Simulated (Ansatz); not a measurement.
**SiO2 (P4₁2₁2, No. 92)**

Computed with r²SCAN in Ansatz (PAW).

Run with plane-wave cutoff 600 eV, 8×8×6 k mesh (along the axes of the cell as run), scalar-relativistic PAW data made under PBE.

Cell: relaxed at this level.

```
Property                                    Result
----------------------------------------  --------
Voigt–Reuss–Hill bulk modulus             14.8 GPa
polycrystal shear modulus (Hill average)  42.6 GPa
Young modulus                             65.3 GPa
Poisson ratio                               -0.233
```

Elastic constants are with the ions relaxed.

Ansatz is a first-principles code.
